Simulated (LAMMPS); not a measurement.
An MD run on HgTe (zinc blende), a cell 117 Å long along the (001) normal (2304 atoms) with 67 % of it melted and the whole then held at 900 K and zero normal pressure.

Computed with classical MD, pair style sw, file CdTeZnSeHgS0.sw; code LAMMPS.

| t (ps) | crystalline share |
|---|---|
| 0.000 | 0.327 |
| 15.00 | 0.327 |
| 30.00 | 0.303 |
| 45.00 | 0.284 |
| 60.00 | 0.290 |
| 75.00 | 0.271 |
| 90.00 | 0.264 |
| 105.0 | 0.256 |
| 120.0 | 0.248 |
| 135.0 | 0.249 |
| 150.0 | 0.231 |
| 165.0 | 0.220 |
| 180.0 | 0.212 |
| 195.0 | 0.213 |
| 210.0 | 0.187 |
| 225.0 | 0.177 |
| 240.0 | 0.174 |
| 255.0 | 0.156 |
| 270.0 | 0.147 |
| 285.0 | 0.150 |
| 300.0 | 0.137 |
| 315.0 | 0.136 |
| 330.0 | 0.134 |
| 345.0 | 0.118 |
| 360.0 | 0.102 |
| 375.0 | 0.073 |

What do the data give for the interface speed (growth positive), the direction?

The speed of each of the two interfaces is the slope of the share times half the cell length. interface speed (growth positive): -3.6 ± 0.2 m/s; direction: the crystal melts back.

Caution: the real compound melts congruently only under the pressure of its own vapour and loses its more volatile element when open.
